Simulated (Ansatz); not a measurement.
We consider BBi (model structure, started from the zincblende type, F-43m, No. 216, 2 atoms in the cell), described by PBEsol+SOC (plane waves, PAW; Ansatz, a program for electronic structure).

Run with plane-wave cutoff 520 eV, 18×18×18 k mesh, Fermi–Dirac smearing 0.05 eV, PAW data made under PBE.

Cell (relaxed with PBEsol):

BiB has the cubic space group F-43m (No. 216), the zinc blende structure, Pearson symbol cF8. Conventional cell: a = b = c = 5.456 Å, α = β = γ = 90.00°. Bi on 4c sees 4 B at 2.363 Å (tetrahedral). B on 4a is coordinated by 4 Bi at 2.363 Å (tetrahedral). (Neighbours: up to the widest gap in distance over summed covalent radii, below 1.35, at either atom; cation-cation and far metal-metal contacts left out.)
(The calculation used a cell of 2 atoms; values per cell refer to that cell.)

Question: Estimate the band gap that the calculation returns.

Answer: 
- band gap = 0.25 eV (on the SCF k mesh)

Note: the relaxation could raise the start's symmetry but not lower it, so the cell can be a saddle point.

The computed numbers hold no vibrational or temperature effects.

A model structure was made by putting elements into a prototype or built by hand; it is no filed structure, need not be a known phase, and can be a saddle point held by its symmetry.
